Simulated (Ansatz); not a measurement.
## A constructed model of the (110) surface of bcc Ta, a pseudomorphic layer of V in the host's stacking (bottom of the slab: a bare face, its two planes held)

Level of theory: PBE (plane waves to 420 eV, PAW; Ansatz, a first-principles code).

Model: 7-atom slab, 14.6 Å thick at the start, 14x14x1 mesh, Fermi-Dirac 0.1 eV, dipole correction, 2 atoms held, the rest relaxed; start symmetry kept, larger cells not searched; spin-polarised, ending with about 1.3 μB a cell; orders that need a larger cell were not tried, no spin-orbit, no U. It is one candidate, not shown to be the stable structure of the face.

| Quantity | Value |
|---|---|
| work function of the top face | 3.93 eV |
| energy released by relaxation | 1.07 eV |
| magnetic moment of the cell | 1.25 μB |
| cost | around 17 core-minutes (rough) |
